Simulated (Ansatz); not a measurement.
hcp Re (0 0 1) on corundum (0 0 1) (film strained to the substrate, started from cuts of the bulks and a machine-learned relaxation; slabs Al12O18 and Re18, which can lie off the formulas)

A periodic stack without vacuum, hcp Re (0 0 1) on corundum (0 0 1) (film strained to the substrate, started from cuts of the bulks and a machine-learned relaxation; slabs Al12O18 and Re18, which can lie off the formulas): substrate slab Al12O18, film Re18, surface cells [[1, 0], [0, 1]] and [[2, 1], [-1, 1]], film strained by 0.0 and 0.0 %, outermost planes Al/Al and Re/Re as cut, which need not be the usual terminations and can put a slab off its formula.

The start was prepared with a machine-learned potential, and the result is one local minimum, with the in-plane cell held and forces under 0.04 eV/Å; the film can end far from its bulk form.

Method: PBE (plane waves to 420 eV, PAW; Ansatz, an electronic-structure program). Spin–orbit coupling is left out; the runs are not spin-polarised; PBE gaps are too small against experiment. Its k-point mesh 6×6×1, Fermi–Dirac width 0.05 eV.

- interface area = 20.0 Å²
- period = 26.97 Å
- heights between the nearest atoms of the two slabs at the two interfaces = 2.08 and 2.08 Å
- Al–Re contacts across the interfaces within 1.22 times the sum of covalent radii = 6, mean 2.66 Å
- O–Re contacts across the interfaces within 1.22 times the sum of covalent radii = 6, mean 2.52 Å

```
CELL_PARAMETERS angstrom
      4.80689     0.00276     0.14067
     -2.40262     4.16190    -0.17354
      3.22546    -0.72147    27.10125
ATOMIC_POSITIONS crystal
  Al 0.97427 0.94752 0.10364
  Al 0.68044 0.26069 0.04394
  Al 0.31405 0.61078 0.09358
  Al 0.59477 0.30353 0.17242
  O  0.67901 0.91701 0.06009
  O  0.31152 0.25699 0.06015
  O  0.59351 0.62773 0.14045
  O  0.28170 0.93553 0.14039
  O  0.97357 0.31560 0.14043
  O  0.01887 0.62428 0.06010
  Al 0.52925 0.33624 0.27183
  Al 0.24977 0.64298 0.19068
  Al 0.87504 0.99709 0.25292
  Al 0.15452 0.69035 0.33407
  O  0.25679 0.32070 0.22185
  O  0.86887 0.62567 0.22190
  O  0.14750 0.01263 0.30290
  O  0.84308 0.31973 0.30280
  O  0.53542 0.70767 0.30285
  O  0.56121 0.01360 0.22195
  Al 0.09024 0.72255 0.43117
  Al 0.80952 0.02980 0.35233
  Al 0.43003 0.38581 0.42111
  Al 0.72386 0.07264 0.48081
  O  0.81078 0.70560 0.38430
  O  0.43072 0.01773 0.38432
  O  0.72528 0.41632 0.46466
  O  0.38542 0.70905 0.46465
  O  0.09277 0.07634 0.46460
  O  0.12260 0.39780 0.38436
  Re 0.01613 0.09894 0.55796
  Re 0.32877 0.75449 0.55790
  Re 0.67153 0.44170 0.55791
  Re 0.95327 0.79110 0.63624
  Re 0.28671 0.45796 0.63623
  Re 0.62077 0.12405 0.63477
  Re 0.89461 0.15327 0.72226
  Re 0.22968 0.82105 0.72257
  Re 0.56205 0.48586 0.72257
  Re 0.84224 0.84747 0.80218
  Re 0.17461 0.51229 0.80218
  Re 0.50968 0.18006 0.80249
  Re 0.78352 0.20928 0.88999
  Re 0.11758 0.87537 0.88852
  Re 0.45102 0.54224 0.88851
  Re 0.73276 0.89163 0.96684
  Re 0.07552 0.57885 0.96685
  Re 0.38816 0.23440 0.96679
```
